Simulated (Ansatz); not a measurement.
Base system: SrTiO$_{3}$ in the cubic perovskite structure (space group Pm-3m, No. 221; a = 3.8542 Å).

It is then changed as follows: an isotropic linear strain of −0.60 %; the atoms relax in the strained cell.

Calculations: DFT with LDA, PAW potentials and a 420 eV plane-wave cutoff in Ansatz (a quantum-chemistry and plane-wave program), no SOC.

Base, band edges from the VBM (valence, conduction): M -0.09, 3.98; R 0.00, 4.71; X -0.72, 2.05; Γ -0.32, 1.85 eV.

Problem. Give the band edges at the high-symmetry points of the new zone, measured from its valence-band maximum.

Solution. 
| point | valence edge (eV) | conduction edge (eV) |
|---|---|---|
| Γ | -0.31 | 1.88 |
| X | -0.71 | 2.09 |
| M | -0.10 | 4.08 |
| R | 0.00 | 4.83 |

The gap is 1.88 eV, indirect, R → Γ.

No phonon test of stability was made. The final runs are not spin-polarised. Many cubic perovskites are stable only at high temperature; tilts and polar distortions were not tested.
